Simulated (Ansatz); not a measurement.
Input and output of a self-consistent single point for the (001) slab of Te (cut from a parent of space group no. 152; 6 atoms in the cell) (Ansatz, a quantum-chemistry and plane-wave program).

Level of theory: LDA (PW92), default PAW files made with PBE (plane waves; Ansatz).

```
CELL_PARAMETERS angstrom
      4.43770     0.00000     0.00000
     -2.21885     3.84316     0.00000
      0.00000     0.00000    23.83392
ATOMIC_POSITIONS crystal
  Te 0.00000 0.26300 0.37622
  Te 0.73700 0.73700 0.45874
  Te 0.26300 0.00000 0.29370
  Te 0.00000 0.26300 0.62378
  Te 0.73700 0.73700 0.70630
  Te 0.26300 0.00000 0.54126
```

Reference input (self-consistent single point, DFT, LDA (PW92), plane waves, default PAW files made with PBE): basis.ecutwfc = 420 eV; kpoints.mp_grid.grid = 5 5 1; hamiltonian.xc = lda; hamiltonian.pseudopotentials = {kind: paw} (the program's default PAW files); scf.occupations.method = fermi_dirac; scf.occupations.width = 0.02 eV. This run's input differs from it in these lines:

Ansatz 0.2 input:
```diff
@@ -14,3 +14,3 @@
 basis:
-  ecutwfc: 420.0 eV
+  ecutwfc: 355.0 eV
 kpoints:
```

Log, with long lists cut:

```
SCF iter   1: F=—  HF=-40961.466462 eV  |F-HF|=—  |Δ(HF+E_count)|=         —  Δρ=3.38e-3  dr2=4.40e-2  ethr=1.77e-3  ⟨swp⟩=9.4  Hψ=2310  notcnv=0  defer=5
all-band conjugate gradients solve this SCF's bands
preconditioner: auto → LDOS
SCF iter   2: F=—  HF=-40961.457739 eV  |F-HF|=—  |Δ(HF+E_count)|=   8.72e-3  Δρ=1.25e-3  dr2=3.22e-2  ethr=4.58e-5  ⟨swp⟩=4.0  Hψ=1299  notcnv=0  defer=33
   [... lines left out ...]
SCF iter   4: F=—  HF=-40961.453686 eV  |F-HF|=—  |Δ(HF+E_count)|=   4.50e-4  Δρ=9.64e-5  dr2=6.82e-5  ethr=2.65e-6  ⟨swp⟩=2.0  Hψ=975  notcnv=0  defer=33
SCF iter   5: F=—  HF=-40961.453700 eV  |F-HF|=—  |Δ(HF+E_count)|=   1.41e-5  Δρ=2.66e-5  dr2=8.20e-6  ethr=7.10e-8  ⟨swp⟩=2.0  Hψ=866  notcnv=0  defer=33
SCF iter   6: F=—  HF=-40961.453701 eV  |F-HF|=—  |Δ(HF+E_count)|=   1.52e-6  Δρ=1.13e-5  dr2=7.36e-7  ethr=8.54e-9  ⟨swp⟩=3.0  Hψ=945  notcnv=0  defer=33
SCF iter   7: F=-40961.453702 eV  HF=-40961.453702 eV  |F-HF|=4.56e-8  |Δ(HF+E_count)|=   3.05e-7  Δρ=3.34e-6  dr2=6.43e-8  ethr=1.04e-10  ⟨swp⟩=14.6  Hψ=2351  notcnv=0
SCF 1 converged in 7 iterations: F = -40961.453702 eV  dr2 = 6.43e-8
Free energy (F): -40961.453702 eV
Internal energy: -40961.450207 eV  (E = F + TS)
E sigma→0 (E₀):  -40961.451954 eV
Entropy (-TS):   -0.003495 eV (-0.583 meV/atom)
Fermi energy:    1.396652 eV
--- Forces (eV/Å), atoms counted from 1 ---
  atom   1  Te     0.27568577     0.23216439    -0.77780551
  atom   2  Te    -0.38518305    -0.57155515    -0.51367731
  atom   3  Te    -0.14204668     0.19416669     0.96388857
  atom   4  Te    -0.33890314    -0.12266869     0.77780551
  atom   5  Te    -0.09712995     0.22009938    -0.96388857
  atom   6  Te     0.68757281     0.04780073     0.51367731
--- Stress (GPa, compression-positive) ---
       -1.715501      -0.115936      -0.211771
       -0.115936      -1.581629      -0.122266
       -0.211771      -0.122266      -1.528355
  P = ⅓ Tr σ = -1.6085 GPa (-16.085 kbar)
  The stress holds the Pulay correction. Without it, at fixed plane waves, as pw.x and ABINIT print it: P = -1.6405 GPa
```

The run converged in 7 iterations. Against the reference run the free energy goes up by 1.6 meV/atom and the largest force stays at 0.993 eV/Å.

The starting cell has typed, rounded lattice constants, without a prior relaxation at this level. The slab is cut from that crystal, and its faces are unrelaxed. Its lattice was rescaled by up to half a per cent. Spin-orbit coupling is off. Spin polarisation is off, though cut faces can carry moments; the slab shows no gap. The cutoff lies below the one recommended for these files.
